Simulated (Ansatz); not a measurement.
The parent structure is Rh in the fcc (Cu type) structure (space group Fm-3m, No. 225; a = 3.7551 Å; relaxed with 0.1 eV smearing). Axes: x, y, z lie along the cube axes.

Level of theory: LDA in Ansatz (plane waves to 420 eV, PAW, without spin-orbit coupling).

Base values:

| Item | Result |
|---|---|
| Shortest interatomic distance | 2.655 Å |
| Pressure | 0.0 GPa |

Now apply this change: tensor shear ε_xy = +1.71 % (engineering shear γ = 0.0342); the atoms relax in the strained cell.

Task: Predict the new energy relative to the base, shortest interatomic distance and pressure.

Result: The energy grows by 11 meV/atom; the shortest interatomic distance falls by 0.045 Å (2.655 Å → 2.610 Å); the pressure (mean of the normal stresses, compression positive) goes from zero to 0.5 GPa.

Stability against distortions was not tested. All final runs are without spin polarisation.

Ansatz is a program for electronic structure.
